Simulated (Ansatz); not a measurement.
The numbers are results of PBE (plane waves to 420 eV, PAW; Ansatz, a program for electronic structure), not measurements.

Plane-averaged electrostatic potential energy along the normal, in eV from the Fermi level, for the (110) surface of bcc Ta, one row in 3 of the top plane missing (bottom of the slab: a bare face, its two planes held):

| z (Å) | V (eV) |
|---|---|
| 3.79 | 4.78 |
| 4.08 | 4.78 |
| 4.37 | 4.77 |
| 4.67 | 4.76 |
| 4.96 | 4.74 |
| 5.25 | 4.69 |
| 5.54 | 4.60 |
| 5.83 | 4.43 |
| 6.12 | 4.09 |
| 6.42 | 3.44 |
| 6.71 | 2.22 |
| 7.00 | -0.07 |
| 7.29 | -4.51 |
| 7.58 | -10.87 |
| 7.87 | -17.27 |
| 8.17 | -19.54 |
| 8.46 | -15.67 |
| 8.75 | -8.80 |
| 9.04 | -3.18 |
| 9.33 | -1.23 |
| 9.62 | -3.97 |
| 9.92 | -10.00 |
| 10.21 | -16.68 |
| 10.50 | -19.42 |
| 10.79 | -15.87 |
| 11.08 | -9.06 |
| 11.37 | -3.40 |
| 11.67 | -1.34 |
| 11.96 | -3.98 |
| 12.25 | -9.94 |
| 12.54 | -16.58 |
| 12.83 | -19.33 |
| 13.12 | -15.83 |
| 13.42 | -9.05 |
| 13.71 | -3.38 |
| 14.00 | -1.25 |
| 14.29 | -3.74 |
| 14.58 | -9.60 |
| 14.87 | -16.27 |
| 15.17 | -19.32 |
| 15.46 | -16.16 |
| 15.75 | -9.49 |
| 16.04 | -3.73 |
| 16.33 | -1.40 |
| 16.62 | -3.65 |
| 16.92 | -9.35 |
| 17.21 | -15.98 |
| 17.50 | -19.26 |
| 17.79 | -16.49 |
| 18.08 | -10.08 |
| 18.37 | -4.46 |
| 18.67 | -2.24 |
| 18.96 | -4.15 |
| 19.25 | -8.18 |
| 19.54 | -11.50 |
| 19.83 | -11.19 |
| 20.12 | -7.47 |
| 20.42 | -3.14 |
| 20.71 | 0.15 |
| 21.00 | 1.92 |
| 21.29 | 2.85 |
| 21.58 | 3.35 |
| 21.87 | 3.61 |
| 22.17 | 3.75 |
| 22.46 | 3.82 |
| 22.75 | 3.86 |
| 23.04 | 3.88 |
| 23.33 | 3.89 |
| 23.62 | 3.90 |
| 23.92 | 3.90 |

Model: 17-atom slab, 11.7 Å thick at the start, 14x5x1 mesh, Fermi-Dirac 0.1 eV, dipole correction, 6 atoms held, the rest relaxed; start symmetry kept, larger cells not searched; no spin, no spin-orbit, no U. It is one candidate, not shown to be the stable structure of the face.

The surface cell has an area of 23.37 Å². What dipole along the normal does the step between the two vacuum levels imply?

the top vacuum level lies 0.88 eV below the bottom one; p = −ε₀ A ΔV (ε₀ = 0.005526 e/(V·Å)) gives 0.11 e·Å a cell.
